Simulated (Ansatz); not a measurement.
The starting structures come from a database of crystals and need not be the phases stable at ambient conditions.

Tunnelling through a barrier is set by its complex band structure: the current falls as exp(−2κd) with the smallest κ.

Here is the system:

```
CELL_PARAMETERS angstrom
      5.87033    -0.04306     0.00000
      1.99699     8.78514     0.00000
      0.00000     0.00000     5.55611
ATOMIC_POSITIONS crystal
  Hg 0.93349 0.17239 0.24568
  Hg 0.06651 0.82761 0.74568
  I  0.57057 0.15116 0.76915
  I  0.42943 0.84884 0.26915
  I  0.73114 0.56745 0.73446
  I  0.26886 0.43255 0.23446
  O  0.51450 0.35214 0.43609
  O  0.48550 0.64786 0.93609
  O  0.66300 0.00586 0.00251
  O  0.33700 0.99414 0.50251
  O  0.70643 0.29611 0.92164
  O  0.29357 0.70389 0.42164
  O  0.02607 0.41475 0.43358
  O  0.97393 0.58525 0.93358
  O  0.17203 0.93433 0.07451
  O  0.82797 0.06567 0.57451
  O  0.24033 0.25932 0.06137
  O  0.75967 0.74068 0.56137
```

Space group of this cell: P2_1. The cell was relaxed by PBE-D3(BJ); by r2SCAN its mean pressure is -2.8 GPa.

Transport runs along the normal of the first two printed cell vectors.

No gap correction and no spin-orbit coupling; mid-gap values are interpolated between computed energies.

Problem. Estimate the band gap and the smallest decay constant κ at mid-gap that r2SCAN (Ansatz, a quantum-chemistry and plane-wave program) returns for this system.

Solution. Gap 3.09 eV on a 6×4×6 mesh; κ = 0.385 1/Å, at (0.167, 0.000) of the in-plane reciprocal vectors. At the zone centre, at the nearest computed energy, the slowest state has κ = 0.39 1/Å.
